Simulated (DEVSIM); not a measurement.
Structure: Schottky contact on n-type Si, at 350 K.

Layer 1 from the left is Si, thickness (μm) 8.30, Nd (cm⁻³) 1.9e15, τn (s) 0.00014, τp (s) 0.00014.

Left contact: Schottky, work function 4.5 eV, emission velocity 8.1e6 cm/s. Right contact: ohmic. Voltage is applied to the left contact. Recombination: SRH at mid-gap, radiative. Mobility is μmin + (μ − μmin)/(1 + (N/Nref)^α).

This is a model device: material constants are rounded textbook-type values typed into the input, and sizes, dopings and lifetimes were drawn at random. Values at 300 K; Nc and Nv go as T^1.5, mobilities as T to minus their exponent, the gap by Varshni's rule with the affinity fixed.

Si: gap (eV) 1.124, affinity (eV) 4.05, permittivity 11.7, Nc (cm⁻³) 2.86e19, Nv (cm⁻³) 3.1e19, μn (cm²/Vs) 1417, μp (cm²/Vs) 470, μn,min 52, μp,min 45, Nref,n 9.7e16, Nref,p 2.2e17, αn 0.68, αp 0.72, T exponent of μn 2.3, T exponent of μp 2.2, B (cm³/s) 4.7e-15, Varshni α (eV/K) 0.000473, Varshni β (K) 636.

Q: Estimate by hand the built-in potential, the peak field at zero bias, the capacitance at -0.6 V, and compare with a numerical solution.

A: 
- Built-in potential: barrier φB = 0.450 eV; Vbi = φB − kT/q ln(N_band/N) = 0.153 V; numerical 0.153 V.
- Peak field at zero bias: depletion approximation: W = √(2εVbi/(qN)) = 0.323 μm with N = 1.90e15 cm⁻³; field = 2Vbi/W = 9480 V/cm; numerical 8490 V/cm (estimate above by 12 %).
- Capacitance at -0.6 V: C = √(qεN / 2(Vbi + |V|)) = 14.5 nF/cm²; numerical 15.0 nF/cm² (estimate below by 3.4 %).

DEVSIM, 1D drift-diffusion, Boltzmann statistics, complete ionisation; no tunnelling, impact ionisation, image-force lowering or self-heating. Metal contacts follow the ideal Schottky-Mott rule: no Fermi-level pinning, no interface dipoles.
